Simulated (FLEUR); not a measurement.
FLEUR run on LiAg₃ (P6_3/mmc, 8 atoms in the cell): self-consistent single point.

Method of the run: PBEsol, all-electron FLAPW (FLEUR), scalar-relativistic valence.

```
CELL_PARAMETERS angstrom
      5.74089     0.00000     0.00000
     -2.87045     4.97176     0.00000
      0.00000     0.00000     4.65837
ATOMIC_POSITIONS crystal
  Li 0.33333 0.66667 0.75000
  Li 0.66667 0.33333 0.25000
  Ag 0.16807 0.33614 0.25000
  Ag 0.83193 0.66386 0.75000
  Ag 0.83193 0.16807 0.75000
  Ag 0.16807 0.83193 0.25000
  Ag 0.66386 0.83193 0.25000
  Ag 0.33614 0.16807 0.75000
```

Reference input (self-consistent single point, DFT, LDA (Vosko-Wilk-Nusair), all-electron FLAPW (FLEUR), scalar-relativistic valence): Kmax = 4 1/bohr; GmaxXC = 14 1/bohr; xcFunctional = vwn; jspins = 1; l_soc = F; mode = hist; fermiSmearingEnergy = 0.00499791 Htr; mesh (inpgen div1-3) = 5 5 5; inpgen gamma flag = false; Gmax = 14 1/bohr; numbands = 0; maxIterBroyd = 25. This run's input differs from it in these lines:

```diff
@@ -20,3 +20,3 @@
 &comp jspins=1 /
-&exco xctyp='vwn' /
+&exco xctyp='PBEs' /
 &kpt div1=5 div2=5 div3=5 /
@@ -33,3 +33,3 @@
       <coreElectrons ctail="T" frcor="F" kcrel="0" coretail_lmax="0"/>
-      <xcFunctional name="vwn" relativisticCorrections="F"/>
+      <xcFunctional name="PBEs" relativisticCorrections="F"/>
       <magnetism jspins="1"/>
```

Output (repeated stretches shortened):

```
 Iteration:     1   Distance:      12.95114496 me/bohr^3
 Iteration:     2   Distance:      10.67335117 me/bohr^3
 Iteration:     3   Distance:       3.57729553 me/bohr^3
 Iteration:     4   Distance:       4.41655275 me/bohr^3
 Iteration:     5   Distance:       0.99626640 me/bohr^3
   [... 7 lines left out ...]
 Iteration:    13   Distance:       0.00005149 me/bohr^3
 Iteration:    14   Distance:       0.00002091 me/bohr^3
 Iteration:    15   Distance:       0.00001776 me/bohr^3
 Iteration:    16   Distance:       0.00000073 me/bohr^3
 Reset of history
 Run finished successfully
 Stop message:
   Structural relaxation: new displacements generated

[file out, last iteration]
             iter=     17
[...]
          total density-effective poten   -5.2474109387E+04
          total charge density-energy d   -8.8525641068E+02
 Updated energy parameters for spin:           1
[...]
 fermi energy and band-weighting factors:
   [... 7 lines left out ...]

[...]
FERMIE:
          first approx. to ef    (T=0)  :   0.259265 htr   (energy of the highest occ. eigenvalue)
          number of occ. states  (T=0)  :        778
          first approx. to seigv (T=0)  : -57.075115 htr
          sum of weights of occ. states :  52.056000
          sum of semicore charge        :   0.000000 e
FERHIS:  Fermi-Energy by histogram:
          bandgap                     :   0.000392 htr
   [... lines left out ...]
          charge neutrality (T=0)     :   0.112000    (zero if the highest occ. eigenvalue is "entirely" occupied)
     EF_NEWTON:  Adjust Fermi-Energy by Newton-Method.
 Direct bandgap for spin            1 :    3.6764844632751204E-003  Htr
 ---->    free energy=                    -31903.7362178805 htr
   [... lines left out ...]
      extrapolation for T->0
 ---->    total electron energy=          -31903.7332757238 htr
 ***** TOTAL FORCES ON ATOMS *****
 TOTAL FORCE FOR ATOM TYPE=  1  X=  5.424   Y= -3.132   Z= -2.201
                       FX_TOT= 0.000000 FY_TOT= 0.000000 FZ_TOT= 0.000000
 TOTAL FORCE FOR ATOM TYPE=  2  X=  0.000   Y=  3.158   Z=  2.201
                       FX_TOT= 0.000000 FY_TOT=-0.000254 FZ_TOT= 0.000000
```

The run converged in 16 iterations. FLEUR gives forces in its relaxation mode, with a further iteration, so its stop message speaks of a relaxation. Against the reference run the largest force goes from 0.048 to 0.013 eV/Å.

The starting cell comes from a database of computed structures (which also holds hypothetical and non-ambient phases and stackings), without a prior relaxation at this level. Values depend on the basis (sphere radii, cutoffs, local orbitals), which need not be converged. The log's line on a gap gives a spacing of levels on this mesh, which the program prints for metals too.

Cost on one core of a shared machine: roughly 5 min.
